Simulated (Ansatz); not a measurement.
# Zn in the hcp (Mg type) structure (space group P6_3/mmc, No. 194)

```cif
data_Zn2
_chemical_formula_sum 'Zn2'
_space_group_name_H-M_alt 'P 1'
_space_group_IT_number 1
_cell_length_a 2.63585
_cell_length_b 2.63585
_cell_length_c 4.65702
_cell_angle_alpha 90.000
_cell_angle_beta 90.000
_cell_angle_gamma 120.000
loop_
_space_group_symop_operation_xyz
  'x, y, z'
loop_
_atom_site_label
_atom_site_type_symbol
_atom_site_fract_x
_atom_site_fract_y
_atom_site_fract_z
_atom_site_occupancy
Zn1 Zn 0.33333 0.66667 0.75000 1
Zn2 Zn 0.66667 0.33333 0.25000 1
```

Method: PBEsol, PAW, 420 eV (Ansatz, a program for electronic structure; spin-orbit coupling left out). k-mesh 20×20×10 (Γ-centred); smearing 0.05 eV (Fermi–Dirac).

```json
{
  "volume_per_atom": "14.01 Å³",
  "density": "7.75 g/cm³",
  "band_gap": "zero",
  "total_energy": "-3280.905 eV/atom (σ→0; compares only within this code and set-up)"
}
```

Whether these cells are dynamically stable was not tested.
